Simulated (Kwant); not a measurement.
Model: Hückel tight-binding model, one pz orbital an atom, one spin, coherent transport at 0 K (Kwant). Conductance is in e²/h.

Model system: π system c1ccc2c(c1)sc1ccccc12 between two chain leads. The π system is taken as planar. Atoms are numbered from 0 in the order of the SMILES. Site energies (eV, carbon 0): [0.0, 0.0, 0.0, 0.0, 0.0, 0.0, -2.64, 0.0, 0.0, 0.0, 0.0, 0.0, 0.0]. Bonds (i, j, β in eV): (0,1,-2.4) (1,2,-2.4) (2,3,-2.4) (3,4,-2.4) (4,5,-2.4) (4,6,-1.68) (6,7,-1.68) (7,8,-2.4) (8,9,-2.4) (9,10,-2.4) (10,11,-2.4) (11,12,-2.4) (5,0,-2.4) (12,7,-2.4) (12,3,-2.4). Leads: chains of hopping −3.6 eV, joined by −1.2 eV to atoms 0 and 11.

Site energies and bond integrals are typed Hückel values.

Sweep values stay those of the base run.

One input was changed, with this effect: transmission at E = 0 0.0057 → 0.033.

### Question
Which change was it?
A. contacts moved from atoms [0, 11] to [5, 8]
B. contacts moved from atoms [0, 11] to [1, 11]
C. contacts moved from atoms [0, 11] to [0, 8]
D. contacts moved from atoms [0, 11] to [2, 11]
E. contacts moved from atoms [0, 11] to [2, 5]
F. contacts moved from atoms [0, 11] to [1, 5]

### Answer
E, contacts moved from atoms [0, 11] to [2, 5]
